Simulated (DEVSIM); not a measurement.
System: abrupt Ge n-p junction, at 250 K.

Layer 1 from the left is Ge, thickness (μm) 0.270, Nd (cm⁻³) 4.2e13, τn (s) 0.00015, τp (s) 0.00015. Layer 2 from the left is Ge, thickness (μm) 1.40, Na (cm⁻³) 2.2e17, τn (s) 0.00015, τp (s) 0.00015.

Left contact: ohmic. Right contact: ohmic. Voltage is applied to the left contact. Recombination: SRH at mid-gap. Mobility is μmin + (μ − μmin)/(1 + (N/Nref)^α).

The device is made up for the run: typed textbook-type constants, with dimensions and the other settings drawn at random. Values at 300 K; Nc and Nv go as T^1.5, mobilities as T to minus their exponent, the gap by Varshni's rule with the affinity fixed.

Ge: gap (eV) 0.664, affinity (eV) 4, permittivity 16, Nc (cm⁻³) 1.04e19, Nv (cm⁻³) 6e18, μn (cm²/Vs) 3900, μp (cm²/Vs) 1900, μn,min 150, μp,min 100, Nref,n 2.6e17, Nref,p 4e17, αn 0.56, αp 0.6, T exponent of μn 1.66, T exponent of μp 2.33, Varshni α (eV/K) 0.000477, Varshni β (K) 235.

DEVSIM, 1D drift-diffusion, Boltzmann statistics, complete ionisation; no tunnelling, impact ionisation, image-force lowering or self-heating.

Q: What does the simulation give for the dark forward voltage at 100 A/cm², the potential step across the device at zero bias, the largest field in the device at zero bias, the dark forward voltage at 1 A/cm²?

A: dark forward voltage at 100 A/cm² 0.176 V; potential step across the device at zero bias 0.356 V; largest field in the device at zero bias 22000 V/cm; dark forward voltage at 1 A/cm² 0.061 V.
